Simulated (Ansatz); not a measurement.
The structure below was relaxed with r2SCAN/PAW in Ansatz (an electronic-structure program), no spin-orbit coupling.

```xyz
2
Lattice="0.0000 2.4536 2.4536 2.4536 0.0000 2.4536 2.4536 2.4536 0.0000" Properties=species:S:1:pos:R:3 pbc="T T T"
B      3.6804     3.6804     3.6804
Ga     0.0000     0.0000     0.0000
```

**Question.** Find the space group and the Wyckoff positions.

**Answer.** Space group F-43m (No. 216); a = b = c = 4.9073 Å, α = β = γ = 90.00°

| atom | site | symmetry | x | y | z |
|---|---|---|---|---|---|
| B | 4c | -43m | 0.2500 | 0.2500 | 0.2500 |
| Ga | 4a | -43m | 0.0000 | 0.0000 | 0.0000 |

No phonon test of stability was made. The final runs are not spin-polarised. The cell was made from GaSb by this change: Sb → B; the result is a hypothetical phase, not in the database extracts checked.
